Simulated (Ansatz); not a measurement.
**ScIr2 in the cubic Laves (MgCu2 type) structure (space group Fd-3m, No. 227)**

Space group Fd-3m, origin choice 1 (No. 227); a = 7.324 Å, b = 7.324 Å, c = 7.324 Å, α = 90.00°, β = 90.00°, γ = 90.00°

```json
[
 {"atom": "Sc", "site": "8b", "symmetry": "-43m", "x": "0.5000", "y": "0.5000", "z": "0.5000"},
 {"atom": "Ir", "site": "16c", "symmetry": ".-3m", "x": "0.1250", "y": "0.1250", "z": "0.1250"}
]
```
(The calculation used a cell of 6 atoms; values per cell refer to that cell.)

Computed with PBEsol (Ansatz, a quantum-chemistry and plane-wave program), no SOC. k-mesh 11×11×11 (Γ-centred); smearing 0.05 eV (Fermi–Dirac).

The volume per atom is 16.37 Å³ and the density is 14.52 g/cm³. The band gap is zero and the total energy is -8570.538 eV/atom (σ→0; compares only within this code and set-up).

Whether these cells are dynamically stable was not tested. All final runs are without spin polarisation.
